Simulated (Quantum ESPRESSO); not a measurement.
Quantum ESPRESSO run on Cr (P-3m1, 2 atoms in the cell): self-consistent single point.

Computed with LDA (PZ), GBRV 1.5 ultrasoft (LDA) pseudopotentials (plane waves; Quantum ESPRESSO).

```xyz
2
Lattice="2.4363 0.0000 0.0000 -1.2181 2.1099 0.0000 0.0000 0.0000 4.4682" Properties=species:S:1:pos:R:3 pbc="T T T"
Cr     0.0000     1.4066     1.1671
Cr     1.2181     0.7033     3.3512
```

Reference input (self-consistent single point, DFT, LDA (PZ), plane waves, GBRV 1.5 ultrasoft (LDA) pseudopotentials): ecutwfc = 50 Ry; ecutrho = 400 Ry; occupations = smearing; smearing = gaussian; degauss = 0.0073499 Ry; potentials = {Cr: cr_lda_v1.5.uspp.F.UPF}; K_POINTS = automatic 9 9 5 0 0 0; conv_thr = 1e-10 Ry; mixing_beta = 0.3. This run's input differs from it in these lines:

```diff
@@ -14,4 +14,4 @@
  occupations = 'smearing',
- smearing = 'gaussian',
- degauss = 0.0073499,
+ smearing = 'marzari-vanderbilt',
+ degauss = 0.073499,
 /
@@ -27,3 +27,3 @@
 K_POINTS automatic
-9 9 5  0 0 0
+15 15 8  0 0 0
 CELL_PARAMETERS angstrom
```

Output (repeated stretches shortened):

```
     Self-consistent Calculation

     iteration #  1     ecut=    50.00 Ry     beta= 0.30

     negative rho (up, down):  2.043E-03 0.000E+00

     total energy              =    -350.46418702 Ry
     estimated scf accuracy    <       3.91695261 Ry

     iteration #  2     ecut=    50.00 Ry     beta= 0.30

     negative rho (up, down):  2.112E-03 0.000E+00

     total energy              =    -350.80290961 Ry
     estimated scf accuracy    <       0.24608195 Ry

     iteration #  3     ecut=    50.00 Ry     beta= 0.30

     negative rho (up, down):  1.670E-03 0.000E+00

     total energy              =    -350.89510667 Ry
     estimated scf accuracy    <       0.05954800 Ry

   [... 10 blocks of this kind left out ...]

     iteration # 14     ecut=    50.00 Ry     beta= 0.30

     negative rho (up, down):  1.283E-03 0.000E+00

     total energy              =    -350.91627216 Ry
     estimated scf accuracy    <          2.4E-10 Ry

     iteration # 15     ecut=    50.00 Ry     beta= 0.30

     negative rho (up, down):  1.283E-03 0.000E+00
     End of self-consistent calculation

     Number of k-points >= 100: set verbosity='high' to print the bands.

     the Fermi energy is    19.1494 ev

!    total energy              =    -350.91627216 Ry
     estimated scf accuracy    <          1.1E-11 Ry
     smearing contrib. (-TS)   =      -0.00537708 Ry
     internal energy E=F+TS    =    -350.91089508 Ry

     convergence has been achieved in  15 iterations

     negative rho (up, down):  1.283E-03 0.000E+00

     Forces acting on atoms (cartesian axes, Ry/au):

     atom    1 type  1   force =     0.00000000    0.00000000   -0.01905088
     atom    2 type  1   force =     0.00000000    0.00000000    0.01905088

     Total force =     0.026942     Total SCF correction =     0.000002

     negative rho (up, down):  1.283E-03 0.000E+00
          total   stress  (Ry/bohr**3)                   (kbar)     P=      -60.58
  -0.00019194   0.00000000   0.00000000          -28.24        0.00        0.00
   0.00000000  -0.00019194   0.00000000            0.00      -28.24        0.00
   0.00000000   0.00000000  -0.00085163            0.00        0.00     -125.28

   JOB DONE.
```

The run converged in 15 iterations. Against the reference run the free energy stays essentially unchanged (within 1 meV/atom), the pressure goes from -6.42 to -6.06 GPa and the largest force goes from 0.543 to 0.490 eV/Å.

The starting cell comes from a database of computed structures (which also holds hypothetical and non-ambient phases and stackings), without a prior relaxation at this level. Its lattice was rescaled by up to half a per cent. One atom was moved a little off its site on purpose. Spin polarisation is off. With a pressure of about -6 GPa the cell is away from its equilibrium volume at this level.

Cost on one core of a shared machine: roughly 90 s.
